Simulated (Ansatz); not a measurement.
Reference: ZnS (F-43m), r2SCAN with spin-orbit coupling, rigid bands (plane waves, PAW; Ansatz, an electronic-structure program); axes and stresses refer to this cell.

```yaml
crystal:
  lattice:
    - [0.00000, 2.69454, 2.69454]
    - [2.69454, 0.00000, 2.69454]
    - [2.69454, 2.69454, 0.00000]
  atoms:
    - { symbol: Zn, position: [0.00000, 0.00000, 0.00000] }
    - { symbol: S, position: [0.25000, 0.25000, 0.25000] }
```

* **band gap**: 2.69 eV
* **hole conductivity mass**: 0.87 mₑ
* **electron conductivity mass**: 0.20 mₑ

```json
[
 {"Change": "uniaxial stress along [110] of -1 GPa (compression positive)", "band gap": "2.64 eV", "hole conductivity mass": "0.83 mₑ", "electron conductivity mass": "___"},
 {"Change": "uniaxial stress along [110] of -2 GPa (compression positive)", "band gap": "2.60 eV", "hole conductivity mass": "___", "electron conductivity mass": "0.20 mₑ"},
 {"Change": "uniaxial stress along [111] of -2 GPa (compression positive)", "band gap": "2.60 eV", "hole conductivity mass": "___", "electron conductivity mass": "0.20 mₑ"},
 {"Change": "uniaxial stress along [111] of 1 GPa (compression positive)", "band gap": "2.68 eV", "hole conductivity mass": "___", "electron conductivity mass": "0.21 mₑ"},
 {"Change": "uniaxial stress along [111] of 2 GPa (compression positive)", "band gap": "2.66 eV", "hole conductivity mass": "0.64 mₑ", "electron conductivity mass": "0.21 mₑ"}
]
```

Task: What belongs in the gaps?

Result: 
- uniaxial stress along [110] of -1 GPa (compression positive), electron conductivity mass: 0.20 mₑ
- uniaxial stress along [110] of -2 GPa (compression positive), hole conductivity mass: 0.80 mₑ
- uniaxial stress along [111] of -2 GPa (compression positive), hole conductivity mass: 0.80 mₑ
- uniaxial stress along [111] of 1 GPa (compression positive), hole conductivity mass: 0.76 mₑ

Masses are for dilute carriers at 300 K, harmonic means over directions unless an axis is named. Stresses and pressures are the targets of the relaxation.  The structure type is held under load, also where the real crystal would transform.
